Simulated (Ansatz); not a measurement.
Relaxation of cell and atoms of TaTc (Pm-3m, 2 atoms in the cell) at several settings

```
CELL_PARAMETERS angstrom
      3.17200     0.00000     0.00000
      0.00000     3.17200     0.00000
      0.00000     0.00000     3.17200
ATOMIC_POSITIONS crystal
  Ta 0.00000 0.00000 0.00000
  Tc 0.50000 0.50000 0.50000
```

Base: PBEsol, default PAW files made with PBE run with Ansatz (a program for electronic structure). Its settings: kpoints.mp_grid.grid = 10 10 10; hamiltonian.xc = pbesol; hamiltonian.pseudopotentials = {kind: paw} (the program's default PAW files); scf.occupations.method = cold; scf.occupations.width = 0.05 eV. Starting volume 15.96 Å³ per atom.

Each line gives the change from the base single point and the result:

- relax: default → cell and atoms: pressure 0.00 GPa; final cell a = b = c = 3.152 Å, α = β = γ = 90.00°; final volume per atom 15.66 Å³; relaxation steps 5; free energy against the base single point -4.6 meV/atom.
- hamiltonian.dispersion: default → d3bj; relax: default → cell and atoms [DFT, PBEsol-D3BJ, plane waves, default PAW files made with PBE]: pressure 0.00 GPa; final cell a = b = c = 3.125 Å, α = β = γ = 90.00°; final volume per atom 15.26 Å³; relaxation steps 6.

The starting cell comes from a database of published, mostly measured structures (it also holds non-ambient and calculated ones), without a prior relaxation at this level. Spin polarisation is off. Ansatz's pressure includes its estimate of the finite-basis (Pulay) stress.

Left out of this page: 1 run of the series outside the window shown, repeating another row's setting, or not comparable.

Keys are those of Ansatz 0.2.
